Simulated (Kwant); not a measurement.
Computed with Kwant: one-band effective-mass tight-binding model in one dimension, coherent, no space charge, current by the Tsu-Esaki formula.

Model system: Ge/Si0.2Ge0.8 stack with 1 barrier. One parabolic valley. Leads of mass 0.12 mₑ with the band edge at 0; grid 0.1 nm; bias swept from 0.0048 to 0.24 V, dropping linearly over the stack. Emitter Fermi level 0.024 eV, 300 K, equal in the collector.

```csv
layer,thickness (nm),band offset (eV),mass (mₑ)
1,6.4,0.12,0.14
```

Constants are typed, rounded textbook-type inputs, not results; the design itself was drawn at random and stands for no fabricated device.

Sweep values stay those of the base run.

One input was changed, with this effect: J at bias = 0.06157 V 69100 → 400000 A/cm²; J at bias = 0.2400 V 676000 → 1440000 A/cm²; J at bias = 0.1751 V 369000 → 1290000 A/cm²; J at bias = 0.1183 V 177000 → 848000 A/cm².

Task: Which change was it?
A) temperature 300 → 150 K
B) height of the first barrier 0.12 → 0.072 eV
C) Fermi level in the emitter 0.024 → 0.012 eV

Result: B, height of the first barrier 0.12 → 0.072 eV
